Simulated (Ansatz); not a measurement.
# Ge well of 9 atomic layers along [001] in random Si0.3Ge0.7, interfaces sharp

Prepared with Tersoff's 1989 multicomponent potential (SiCGe.tersoff) (LAMMPS): minimisation. Geometry as solved with PBE, support functions at accuracy medium on the grid of 370 eV in Ansatz (a first-principles code).

```xyz
648
Lattice="17.02 0.00 0.00 0.00 17.02 0.00 0.00 0.00 51.44" Properties=species:S:1:pos:R:3 pbc="T T T"
Si    -0.06     0.02    -0.01
Ge     1.40     1.43     1.37
Si     2.82     2.85    -0.02
Ge     4.26     4.26     1.36
Ge     2.82     0.00     2.83
Ge     4.22     1.46     4.28
Ge     0.01     2.86     2.86
Si     1.43     4.22     4.29
Ge     0.01     0.05     5.72
Si     1.42     1.48     7.11
Si     2.78     2.84     5.69
Ge     4.22     4.23     7.08
Ge     2.83     0.07     8.53
Si     4.25     1.42     9.96
Si     0.04     2.84     8.51
Si     1.41     4.20     9.91
Ge     0.02     0.06    11.42
Si     1.45     1.45    12.81
Ge     2.86     2.84    11.37
Si     4.27     4.26    12.78
Ge     2.85     0.05    14.21
Si     4.25     1.45    15.61
Ge     0.03     2.84    14.21
Si     1.40     4.26    15.64
Ge     0.00    -0.01    17.08
Ge     1.43     1.43    18.50
Ge     2.83     2.85    17.01
Ge     4.26     4.25    18.49
Ge     2.84    -0.01    19.94
Ge     4.26     1.41    21.40
Ge     0.00     2.85    19.95
Ge     1.42     4.26    21.41
Ge     0.00     0.01    22.86
Ge     1.42     1.42    24.32
Ge     2.84     2.83    22.86
Ge     4.25     4.25    24.33
Ge     2.84     0.00    25.78
Ge     4.25     1.42    27.25
Ge     0.00     2.83    25.78
Ge     1.42     4.25    27.24
Ge     0.00     0.00    28.69
Ge     1.40     1.43    30.15
Ge     2.83     2.85    28.71
Ge     4.28     4.24    30.18
Ge     2.83     0.00    31.58
Ge     4.26     1.45    33.01
Ge    -0.03     2.84    31.62
Ge     1.41     4.27    33.05
Ge     0.00     0.05    34.44
Ge     1.41     1.44    35.95
Ge     2.85     2.86    34.49
Si     4.24     4.28    35.88
Si     2.85     0.01    37.33
Si     4.21     1.41    38.68
Si    -0.03     2.89    37.33
Si     1.37     4.27    38.69
Ge     0.01     0.05    40.11
Si     1.42     1.43    41.53
Ge     2.79     2.83    40.08
Ge     4.22     4.25    41.53
Ge     2.80     0.01    42.96
Si     4.22     1.42    44.39
Ge     0.05     2.85    42.95
Si     1.46     4.23    44.38
Si     0.02    -0.02    45.71
Ge     1.41     1.42    47.11
Si     2.84     2.84    45.72
Ge     4.25     4.27    47.10
Ge     2.82     0.01    48.58
Ge     4.23     1.46    50.02
Ge    -0.04     2.79    48.61
Ge     1.42     4.23    50.00
Ge    -0.03     5.67    -0.03
Ge     1.40     7.07     1.42
Ge     2.82     8.51    -0.04
Ge     4.26     9.93     1.39
Ge     2.82     5.63     2.86
Ge     4.26     7.09     4.24
Ge    -0.05     8.48     2.85
Ge     1.39     9.94     4.25
Ge    -0.02     5.65     5.63
Ge     1.41     7.08     7.08
Ge     2.85     8.54     5.68
Ge     4.25     9.99     7.13
Ge     2.80     5.65     8.55
Ge     4.25     7.07    10.01
Ge    -0.01     8.51     8.52
Ge     1.47     9.92     9.95
Ge     0.03     5.63    11.30
Ge     1.44     7.10    12.74
Si     2.87     8.53    11.40
Si     4.20     9.93    12.80
Ge     2.82     5.62    14.20
Ge     4.26     7.06    15.63
Ge    -0.01     8.51    14.18
Ge     1.45     9.95    15.59
Si     0.04     5.63    17.04
Ge     1.39     7.06    18.48
Ge     2.84     8.50    17.06
Ge     4.25     9.92    18.52
Ge     2.84     5.67    19.94
Ge     4.26     7.09    21.41
Ge     0.00     8.49    19.96
Ge     1.42     9.92    21.41
Ge     0.00     5.67    22.87
Ge     1.42     7.09    24.32
Ge     2.84     8.51    22.87
Ge     4.26     9.93    24.33
Ge     2.84     5.67    25.78
Ge     4.25     7.08    27.24
Ge     0.00     8.51    25.78
Ge     1.42     9.93    27.24
Ge     0.00     5.67    28.70
Ge     1.42     7.08    30.15
Ge     2.84     8.51    28.70
Ge     4.27     9.92    30.15
Ge     2.86     5.70    31.62
Si     4.22     7.11    33.05
Ge    -0.01     8.49    31.61
Ge     1.45     9.89    33.06
Ge    -0.02     5.69    34.51
Si     1.45     7.11    35.84
Si     2.86     8.46    34.46
Ge     4.29     9.90    35.84
Ge     2.80     5.67    37.27
Ge     4.22     7.15    38.70
Ge     0.06     8.51    37.28
Si     1.46     9.91    38.72
Si     0.04     5.67    40.08
Ge     1.41     7.12    41.50
Si     2.83     8.56    40.11
Si     4.19     9.94    41.51
Ge     2.83     5.69    43.00
Si     4.24     7.11    44.40
Si     0.05     8.52    42.96
Si     1.47     9.90    44.29
Ge     0.05     5.64    45.78
Ge     1.44     7.17    47.18
Si     2.86     8.54    45.72
Si     4.25     9.90    47.12
Ge     2.85     5.68    48.58
Ge     4.31     7.08    50.02
Si     0.02     8.55    48.61
Si     1.41     9.90    49.98
Ge     0.05    11.32     0.00
Si     1.41    12.76     1.43
Ge     2.80    14.17     0.03
Ge     4.27    15.59     1.43
Ge     2.83    11.37     2.83
Ge     4.29    12.75     4.30
Ge    -0.04    14.18     2.80
Ge     1.40    15.59     4.27
Ge     0.00    11.41     5.68
Si     1.44    12.74     7.13
Ge     2.82    14.16     5.72
Ge     4.25    15.62     7.12
Si     2.81    11.38     8.51
Ge     4.22    12.77     9.93
Ge     0.04    14.15     8.52
Ge     1.43    15.61     9.98
Ge    -0.02    11.31    11.38
Ge     1.46    12.76    12.77
Si     2.84    14.19    11.35
Ge     4.23    15.60    12.75
Si     2.86    11.34    14.18
Ge     4.22    12.76    15.63
Ge     0.02    14.20    14.21
Ge     1.46    15.60    15.66
Ge     0.01    11.36    17.07
Ge     1.45    12.80    18.49
Si     2.85    14.18    17.06
Ge     4.24    15.59    18.47
Ge     2.83    11.36    19.96
Ge     4.25    12.77    21.42
Ge     0.00    14.18    19.96
Ge     1.42    15.61    21.41
Ge     0.00    11.34    22.87
Ge     1.42    12.76    24.32
Ge     2.83    14.19    22.87
Ge     4.26    15.60    24.32
Ge     2.83    11.34    25.78
Ge     4.25    12.76    27.24
Ge     0.00    14.18    25.78
Ge     1.42    15.60    27.23
Ge     0.00    11.34    28.70
Ge     1.42    12.76    30.16
Ge     2.83    14.18    28.69
Ge     4.26    15.60    30.14
Ge     2.85    11.33    31.60
Ge     4.29    12.73    33.05
Ge    -0.03    14.16    31.61
Ge     1.42    15.59    33.03
Ge     0.00    11.37    34.44
Si     1.41    12.74    35.87
Ge     2.83    14.15    34.49
Ge     4.25    15.60    35.92
Ge     2.81    11.33    37.27
Ge     4.24    12.78    38.70
Ge     0.04    14.18    37.26
Ge     1.47    15.60    38.73
Ge     0.09    11.35    40.13
Si     1.45    12.78    41.57
Si     2.82    14.15    40.15
Ge     4.21    15.57    41.52
Si     2.81    11.32    42.90
Ge     4.25    12.70    44.33
Si     0.04    14.17    42.94
Si     1.37    15.60    44.32
Ge     0.03    11.32    45.68
Ge     1.43    12.75    47.16
Ge     2.81    14.20    45.71
Ge     4.27    15.62    47.13
Ge     2.85    11.27    48.58
Ge     4.24    12.75    50.02
Ge    -0.01    14.17    48.59
Ge     1.37    15.64    50.04
Ge     5.69     0.04     0.01
Si     7.11     1.43     1.41
Ge     8.55     2.86     0.02
Si     9.95     4.31     1.41
Ge     8.47    -0.01     2.83
Ge     9.94     1.42     4.22
Ge     5.69     2.82     2.80
Ge     7.13     4.28     4.19
Ge     5.69    -0.02     5.65
Ge     7.10     1.42     7.10
Ge     8.53     2.86     5.67
Ge     9.95     4.28     7.11
Ge     8.52     0.02     8.56
Si     9.91     1.45     9.97
Ge     5.64     2.81     8.54
Ge     7.08     4.23    10.01
Ge     5.68    -0.01    11.31
Ge     7.13     1.42    12.78
Si     8.54     2.81    11.36
Ge     9.95     4.20    12.78
Si     8.52     0.02    14.21
Ge     9.93     1.42    15.63
Ge     5.67     2.86    14.21
Si     7.11     4.21    15.65
Ge     5.64     0.05    17.03
Ge     7.11     1.45    18.47
Si     8.50     2.84    17.02
Ge     9.88     4.22    18.48
Ge     8.52     0.02    19.93
Ge     9.92     1.42    21.42
Ge     5.68     2.84    19.95
Ge     7.08     4.26    21.41
Ge     5.68     0.00    22.87
Ge     7.09     1.43    24.33
Ge     8.51     2.84    22.87
Ge     9.93     4.26    24.32
Ge     8.51     0.00    25.78
Ge     9.93     1.42    27.25
Ge     5.67     2.84    25.79
Ge     7.09     4.26    27.25
Ge     5.68     0.01    28.70
Ge     7.07     1.45    30.18
Ge     8.50     2.84    28.70
Ge     9.93     4.25    30.15
Ge     8.54     0.03    31.61
Si     9.94     1.42    33.03
Si     5.67     2.84    31.59
Ge     7.05     4.25    33.00
Ge     5.66    -0.01    34.44
Ge     7.09     1.41    35.87
Ge     8.53     2.82    34.41
Ge     9.97     4.24    35.86
Ge     8.54    -0.03    37.28
Ge     9.98     1.44    38.67
Ge     5.61     2.83    37.28
Ge     7.07     4.25    38.70
Ge     5.63    -0.01    40.07
Ge     7.09     1.38    41.54
Ge     8.51     2.83    40.12
Ge     9.97     4.22    41.55
Si     8.50    -0.01    42.95
Ge     9.94     1.42    44.30
Ge     5.63     2.81    42.96
Ge     7.05     4.32    44.36
Si     5.63     0.04    45.74
Ge     7.07     1.40    47.15
Ge     8.50     2.86    45.74
Ge     9.90     4.29    47.21
Ge     8.54     0.03    48.63
Si     9.93     1.44    50.03
Ge     5.68     2.88    48.58
Ge     7.11     4.31    50.03
Si     5.71     5.71     0.02
Si     7.14     7.06     1.39
Si     8.49     8.46    -0.01
Ge     9.89     9.89     1.38
Si     8.53     5.68     2.76
Ge     9.94     7.03     4.23
Ge     5.72     8.48     2.79
Ge     7.08     9.96     4.27
Ge     5.68     5.66     5.66
Ge     7.08     7.09     7.11
Ge     8.52     8.50     5.66
Ge     9.95     9.97     7.07
Ge     8.50     5.67     8.56
Ge     9.93     7.11     9.98
Ge     5.66     8.51     8.54
Ge     7.11     9.91     9.97
Si     5.65     5.63    11.40
Ge     7.07     7.07    12.75
Si     8.50     8.49    11.37
Ge     9.90     9.89    12.76
Ge     8.48     5.63    14.23
Ge     9.89     7.10    15.66
Ge     5.64     8.53    14.18
Ge     7.10     9.91    15.66
Ge     5.73     5.64    17.05
Ge     7.12     7.11    18.49
Si     8.50     8.51    17.07
Ge     9.90     9.90    18.49
Ge     8.51     5.67    19.95
Ge     9.93     7.08    21.41
Ge     5.68     8.50    19.96
Ge     7.09     9.93    21.42
Ge     5.67     5.67    22.87
Ge     7.09     7.09    24.33
Ge     8.51     8.50    22.87
Ge     9.93     9.93    24.32
Ge     8.51     5.67    25.78
Ge     9.93     7.09    27.25
Ge     5.68     8.51    25.79
Ge     7.10     9.93    27.23
Ge     5.67     5.68    28.71
Ge     7.08     7.12    30.17
Ge     8.51     8.51    28.71
Ge     9.94     9.92    30.16
Ge     8.51     5.68    31.59
Ge     9.93     7.12    33.04
Ge     5.66     8.52    31.67
Si     7.07     9.96    33.06
Ge     5.61     5.69    34.45
Ge     7.05     7.12    35.88
Ge     8.49     8.57    34.46
Si     9.92     9.93    35.88
Ge     8.51     5.67    37.27
Ge     9.90     7.12    38.70
Si     5.68     8.53    37.31
Si     7.07     9.89    38.69
Ge     5.65     5.70    40.12
Ge     7.10     7.14    41.51
Si     8.47     8.54    40.07
Ge     9.90     9.88    41.52
Ge     8.55     5.71    42.95
Si     9.96     7.12    44.34
Ge     5.59     8.52    42.94
Ge     7.04     9.94    44.38
Si     5.66     5.74    45.76
Si     7.09     7.04    47.17
Ge     8.50     8.45    45.77
Ge     9.93     9.88    47.24
Si     8.49     5.71    48.59
Ge     9.94     7.08    50.02
Ge     5.69     8.51    48.52
Ge     7.14     9.91    50.01
Ge     5.72    11.37     0.01
Si     7.12    12.77     1.43
Ge     8.52    14.15     0.01
Ge     9.95    15.58     1.44
Ge     8.53    11.38     2.84
Si     9.96    12.77     4.26
Ge     5.73    14.17     2.85
Si     7.10    15.59     4.25
Si     5.70    11.36     5.72
Si     7.08    12.75     7.07
Ge     8.50    14.16     5.65
Ge     9.93    15.60     7.10
Ge     8.50    11.40     8.51
Si     9.91    12.80     9.92
Ge     5.72    14.18     8.51
Si     7.10    15.61     9.92
Ge     5.62    11.31    11.38
Ge     7.07    12.76    12.78
Ge     8.50    14.20    11.33
Ge     9.91    15.64    12.80
Ge     8.51    11.34    14.21
Ge     9.94    12.78    15.64
Ge     5.66    14.20    14.21
Ge     7.10    15.65    15.61
Ge     5.66    11.35    17.08
Ge     7.09    12.78    18.52
Ge     8.51    14.21    17.07
Ge     9.97    15.64    18.48
Ge     8.51    11.34    19.95
Ge     9.93    12.77    21.41
Ge     5.66    14.20    19.96
Ge     7.10    15.62    21.39
Ge     5.67    11.35    22.87
Ge     7.09    12.77    24.33
Ge     8.51    14.19    22.86
Ge     9.92    15.60    24.32
Ge     8.52    11.35    25.78
Ge     9.93    12.77    27.24
Ge     5.67    14.19    25.79
Ge     7.09    15.61    27.24
Ge     5.67    11.34    28.68
Ge     7.09    12.75    30.13
Ge     8.51    14.18    28.69
Ge     9.92    15.61    30.14
Ge     8.47    11.32    31.61
Ge     9.92    12.74    33.04
Ge     5.68    14.17    31.58
Ge     7.11    15.59    33.03
Si     5.71    11.34    34.45
Si     7.03    12.74    35.87
Ge     8.50    14.16    34.51
Si     9.92    15.61    35.85
Ge     8.46    11.31    37.27
Ge     9.88    12.77    38.71
Si     5.67    14.14    37.27
Ge     7.08    15.53    38.68
Ge     5.67    11.31    40.12
Si     7.10    12.76    41.49
Si     8.47    14.15    40.13
Ge     9.86    15.59    41.52
Ge     8.47    11.36    42.92
Ge     9.91    12.77    44.36
Ge     5.69    14.15    42.91
Ge     7.06    15.65    44.36
Si     5.63    11.31    45.80
Ge     7.08    12.69    47.19
Ge     8.48    14.19    45.79
Ge     9.97    15.60    47.21
Si     8.53    11.32    48.60
Ge     9.95    12.74    49.95
Ge     5.67    14.18    48.59
Ge     7.10    15.60    50.03
Ge    11.34     0.04     0.00
Si    12.79     1.45     1.37
Si    14.19     2.80     0.00
Ge    15.56     4.24     1.41
Ge    14.17     0.02     2.78
Ge    15.57     1.45     4.28
Ge    11.37     2.86     2.78
Ge    12.76     4.26     4.30
Ge    11.36     0.00     5.66
Ge    12.78     1.44     7.10
Si    14.18     2.85     5.70
Ge    15.59     4.23     7.13
Ge    14.18    -0.01     8.55
Ge    15.62     1.47     9.94
Ge    11.36     2.85     8.58
Si    12.81     4.24     9.96
Ge    11.34     0.03    11.34
Ge    12.79     1.45    12.79
Si    14.18     2.86    11.34
Ge    15.60     4.24    12.75
Si    14.15     0.00    14.23
Ge    15.59     1.39    15.61
Si    11.34     2.81    14.20
Ge    12.73     4.23    15.60
Si    11.36     0.01    17.03
Ge    12.74     1.39    18.48
Ge    14.18     2.83    17.05
Ge    15.63     4.27    18.47
Ge    14.17     0.00    19.96
Ge    15.60     1.43    21.40
Ge    11.33     2.82    19.94
Ge    12.77     4.24    21.39
Ge    11.34     0.00    22.87
Ge    12.76     1.42    24.33
Ge    14.18     2.83    22.87
Ge    15.60     4.25    24.32
Ge    14.18     0.00    25.79
Ge    15.60     1.42    27.24
Ge    11.34     2.84    25.79
Ge    12.76     4.26    27.23
Ge    11.36     0.00    28.69
Ge    12.77     1.42    30.15
Ge    14.18     2.85    28.70
Ge    15.58     4.28    30.17
Ge    14.21     0.04    31.61
Si    15.61     1.44    33.04
Ge    11.34     2.82    31.62
Ge    12.81     4.28    33.00
Ge    11.33     0.03    34.47
Si    12.76     1.45    35.87
Ge    14.22     2.84    34.48
Si    15.61     4.25    35.92
Ge    14.20     0.07    37.27
Si    15.64     1.45    38.68
Si    11.39     2.83    37.24
Ge    12.79     4.26    38.62
Ge    11.37     0.03    40.16
Si    12.80     1.42    41.56
Ge    14.20     2.81    40.09
Ge    15.65     4.27    41.49
Si    14.19     0.04    42.92
Ge    15.59     1.41    44.37
Si    11.40     2.81    42.92
Ge    12.78     4.21    44.37
Ge    11.39     0.03    45.78
Si    12.78     1.47    47.18
Si    14.17     2.81    45.79
Ge    15.56     4.24    47.18
Ge    14.18     0.06    48.59
Si    15.57     1.41    50.07
Ge    11.35     2.83    48.62
Ge    12.77     4.25    50.09
Si    11.34     5.67     0.04
Si    12.75     7.09     1.35
Si    14.13     8.49    -0.03
Ge    15.55     9.89     1.38
Ge    14.15     5.72     2.82
Si    15.59     7.08     4.24
Ge    11.37     8.48     2.79
Ge    12.74     9.93     4.27
Si    11.34     5.66     5.68
Ge    12.76     7.01     7.10
Ge    14.19     8.47     5.68
Ge    15.58     9.96     7.11
Si    14.16     5.61     8.54
Ge    15.56     7.05     9.91
Ge    11.36     8.51     8.51
Ge    12.79     9.96     9.93
Ge    11.41     5.66    11.37
Si    12.77     7.09    12.79
Ge    14.18     8.50    11.40
Si    15.61     9.91    12.78
Ge    14.17     5.68    14.19
Ge    15.64     7.05    15.65
Ge    11.35     8.47    14.19
Ge    12.78     9.91    15.62
Ge    11.33     5.66    17.07
Ge    12.76     7.08    18.52
Ge    14.20     8.49    17.08
Ge    15.62     9.93    18.52
Ge    14.20     5.67    19.95
Ge    15.60     7.09    21.42
Ge    11.34     8.50    19.96
Ge    12.76     9.93    21.40
Ge    11.36     5.66    22.86
Ge    12.76     7.09    24.32
Ge    14.18     8.51    22.87
Ge    15.60     9.93    24.33
Ge    14.19     5.68    25.78
Ge    15.61     7.09    27.24
Ge    11.34     8.51    25.79
Ge    12.76     9.92    27.25
Ge    11.35     5.67    28.70
Ge    12.79     7.07    30.17
Ge    14.19     8.50    28.71
Ge    15.60     9.93    30.17
Si    14.19     5.67    31.58
Ge    15.54     7.08    33.03
Ge    11.39     8.53    31.61
Si    12.79     9.89    33.07
Ge    11.40     5.71    34.47
Si    12.83     7.10    35.87
Si    14.15     8.49    34.45
Ge    15.59     9.89    35.84
Si    14.21     5.67    37.22
Ge    15.62     7.04    38.67
Ge    11.38     8.52    37.26
Si    12.77     9.91    38.69
Ge    11.35     5.68    40.09
Ge    12.74     7.11    41.55
Ge    14.19     8.52    40.09
Ge    15.66     9.91    41.55
Ge    14.21     5.67    42.93
Ge    15.66     7.09    44.35
Si    11.31     8.49    42.95
Ge    12.75     9.90    44.34
Ge    11.34     5.72    45.77
Si    12.72     7.11    47.21
Ge    14.17     8.47    45.80
Ge    15.63     9.92    47.18
Ge    14.14     5.70    48.60
Ge    15.59     7.15    49.99
Si    11.38     8.49    48.62
Si    12.76     9.85    50.01
Ge    11.37    11.29    -0.05
Ge    12.73    12.78     1.44
Ge    14.19    14.23     0.03
Si    15.62    15.65     1.39
Ge    14.20    11.36     2.86
Si    15.61    12.78     4.24
Si    11.31    14.15     2.86
Ge    12.75    15.57     4.21
Si    11.33    11.37     5.64
Ge    12.76    12.72     7.08
Ge    14.21    14.16     5.64
Ge    15.61    15.59     7.11
Si    14.17    11.34     8.51
Ge    15.57    12.74     9.92
Ge    11.36    14.18     8.55
Si    12.74    15.63     9.94
Ge    11.29    11.38    11.33
Ge    12.75    12.79    12.77
Ge    14.16    14.23    11.33
Ge    15.57    15.64    12.82
Ge    14.20    11.33    14.17
Ge    15.59    12.78    15.63
Ge    11.37    14.24    14.24
Si    12.76    15.68    15.64
Ge    11.35    11.33    17.07
Ge    12.76    12.77    18.50
Ge    14.14    14.23    17.04
Ge    15.59    15.60    18.52
Ge    14.19    11.36    19.95
Ge    15.61    12.76    21.42
Ge    11.35    14.19    19.96
Ge    12.76    15.60    21.42
Ge    11.35    11.35    22.86
Ge    12.77    12.76    24.33
Ge    14.19    14.18    22.87
Ge    15.60    15.61    24.33
Ge    14.18    11.34    25.79
Ge    15.60    12.77    27.25
Ge    11.35    14.18    25.78
Ge    12.77    15.59    27.24
Ge    11.34    11.35    28.70
Ge    12.77    12.75    30.17
Ge    14.18    14.18    28.71
Ge    15.60    15.61    30.15
Ge    14.18    11.32    31.66
Si    15.61    12.75    33.02
Ge    11.33    14.19    31.59
Ge    12.77    15.62    33.02
Ge    11.35    11.28    34.45
Ge    12.76    12.75    35.87
Ge    14.20    14.15    34.42
Ge    15.60    15.61    35.85
Ge    14.18    11.31    37.31
Ge    15.65    12.75    38.70
Ge    11.32    14.22    37.27
Ge    12.78    15.63    38.70
Ge    11.35    11.30    40.09
Ge    12.77    12.75    41.51
Ge    14.21    14.19    40.11
Ge    15.63    15.62    41.57
Ge    14.23    11.36    42.96
Si    15.67    12.78    44.31
Ge    11.34    14.19    42.93
Ge    12.81    15.63    44.32
Ge    11.33    11.33    45.78
Ge    12.77    12.78    47.19
Ge    14.24    14.17    45.73
Ge    15.64    15.65    47.15
Ge    14.16    11.30    48.64
Ge    15.59    12.75    50.05
Si    11.36    14.18    48.59
Ge    12.75    15.60    49.99
```
